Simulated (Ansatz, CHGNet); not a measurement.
# How the enthalpy of formation of L1₂ (Cu3Au-type) Ni3Fe moves with the method

No measured value is used here.

```csv
level (code),value (eV/atom)
CHGNet 0.3.0,-0.047
PBE (Ansatz),…
rVV10 (Ansatz),-0.076
r²SCAN+rVV10 (Ansatz),-0.130
HSE06 (Ansatz),-0.252
```

### Question
Complete the blanks.

### Answer

- PBE (Ansatz, a first-principles code), value (eV/atom): -0.089

Spin-polarised runs: PBE (parallel moments), rVV10 (parallel moments), r²SCAN+rVV10 (parallel moments), HSE06 (parallel moments). Each level is taken at its own relaxed cell. Cutoffs and k meshes differ between the levels. Ansatz's density-functional and Hartree–Fock values are scalar-relativistic unless marked +SOC, with PAW data made under PBE.

Machine-learned potentials (CHGNet 0.3.0) are trained on DFT data: a solid inside that data is no test of them.
